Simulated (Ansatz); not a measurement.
Base system: Mg2OsH6 (space group Fm-3m, No. 225; a = 6.646 Å; a cell from a computed database, its experimental status unchecked). Axes: x, y, z lie along the cube axes.

Computed with r2SCAN, PAW, 500 eV (Ansatz, an electronic-structure program; no spin-orbit coupling), earlier PAW set.

A first run, uniaxial strain ε_zz = +0.40 %, gives secant values C11 ≈ 160 GPa and C12 ≈ 42 GPa from its stress. A second run applies biaxial strain −2.58 %, plane normal [001], relaxed out of plane.

**Question.** What does linear elasticity predict for −ε⊥/ε∥ in the second run, and what does the run give?

**Answer.** Linear elasticity: 2 C12/C11 = 0.53. The run gives 0.53; any difference comes from nonlinear terms at these strains and numerical noise.

No phonon test of stability was made.
